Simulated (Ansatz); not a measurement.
The parent structure is TiSi2 (space group Fddd, No. 70; a = 4.806 Å, b = 8.265 Å, c = 8.565 Å). Axes: x, y, z lie along a, b, c of the conventional cell.

The values are results of Ansatz (an electronic-structure program) PBE, no SOC, earlier PAW set, not measurements.

Base values:

The pressure comes out as 0.0 GPa, the shortest interatomic distance is 2.534 Å and the band gap is zero.

Now apply this change: the cell is compressed by 0.66 % along z with no lateral relaxation, atoms relaxed at fixed cell.

Problem. Predict the new pressure.

Solution. The pressure (mean of the normal stresses, compression positive) goes from zero to 1.1 GPa.

Problem. How does this affect the energy relative to the base?

Solution. The energy increases by 0.7 meV/atom.

Problem. What happens to the shortest interatomic distance?

Solution. The shortest interatomic distance decreases by 0.010 Å to 2.524 Å.

Problem. Predict the new band gap.

Solution. The band gap remains zero.

Without a gap, meshes like the base's 13×13×13 leave anisotropic stresses uncertain by several tenths of a GPa, and small strain energies with them. The cells carry an imposed strain or load. Stability against distortions was not tested. All final runs are without spin polarisation.
